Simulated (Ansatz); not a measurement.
Take Cu in the fcc (Cu type) structure (space group Fm-3m, No. 225; a = 3.563 Å; relaxed with 0.1 eV smearing) as the base. Axes: x, y, z lie along the cube axes.

All numbers come from DFT with PBEsol, PAW potentials and a 420 eV plane-wave cutoff in Ansatz (a program for electronic structure), no spin-orbit coupling, earlier PAW set.

Before the change:

| Property | Value |
|---|---|
| Pressure | 0.0 GPa |
| Shortest interatomic distance | 4.762 bohr |

The change: the symmetric strain tensor [-0.0134 0.0069 0.0046; 0.0069 0.0014 -0.0106; 0.0046 -0.0106 -0.0096], atoms relaxed at fixed cell.

### Question
What happens to the pressure?

### Answer
The pressure (mean of the normal stresses, compression positive) goes from zero to 4.0 GPa.

### Question
Estimate the effect on the shortest interatomic distance.

### Answer
The shortest interatomic distance drops by 0.0760 bohr (4.762 bohr → 4.685 bohr).

### Question
What does the calculation give for the energy relative to the base after the change?

### Answer
The energy goes up by 5.7 meV/atom.

Stability against distortions was not tested. The final runs are not spin-polarised.
